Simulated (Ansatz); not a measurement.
The parent structure is BeSe in the zinc blende structure (space group F-43m, No. 216; a = 5.129 Å).

Level of theory: PBEsol (Ansatz, a quantum-chemistry and plane-wave program), scalar-relativistic without spin-orbit coupling.

For the base:

| Property | Value |
|---|---|
| Width of the top valence band | 3.37 eV |
| Electron mass | 0.84 mₑ along k, 0.26 mₑ across (at X) |
| Density | 4.33 g/cm³ |
| Band gap | 2.47 eV |

Now apply this change: a hydrostatic pressure of 0.9 GPa.

Problem. Estimate the effect on the width of the top valence band.

Solution. The width of the top valence band rises by 0.054 eV to 3.43 eV.

Problem. What does the calculation give for the electron mass after the change?

Solution. The electron mass becomes 0.83 mₑ along k, 0.26 mₑ across (at X) (base: 0.84 mₑ along k, 0.26 mₑ across (at X)).

Problem. What happens to the density?

Solution. The density goes up by 0.05 g/cm³ to 4.38 g/cm³.

Problem. How does this affect the band gap?

Solution. The band gap drops by 0.025 eV (2.47 eV → 2.44 eV).

Load acts through the strain it causes; cell and atoms are relaxed under it. Effective masses come from finite differences of ±0.01 Å⁻¹. Along k means along the line from Γ to the band edge. Whether these cells are dynamically stable was not tested.
